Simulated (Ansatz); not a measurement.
Zinc-blende BeS, treated with RPBE in Ansatz (plane waves, PAW).

Numerical settings: plane-wave cutoff 520 eV, 12×12×12 k mesh, Fermi–Dirac smearing 0.01 eV, scalar-relativistic PAW data made under PBE.

Response to compression and expansion:

```csv
V (Å³/atom),P (GPa),direct gap at Γ (eV),smallest gap on the k mesh (eV)
13.968,6.12,5.705,3.177
14.265,3.88,5.717,3.228
14.562,1.85,5.725,3.276
14.860,0.01,5.698,3.322
15.157,-1.67,5.537,3.364
15.454,-3.19,5.382,3.404
15.751,-4.57,5.232,3.441
```

The fundamental gap (3.32 eV at the equilibrium volume, with added k points) lies elsewhere than Γ–Γ.

Ansatz is an electronic-structure program.
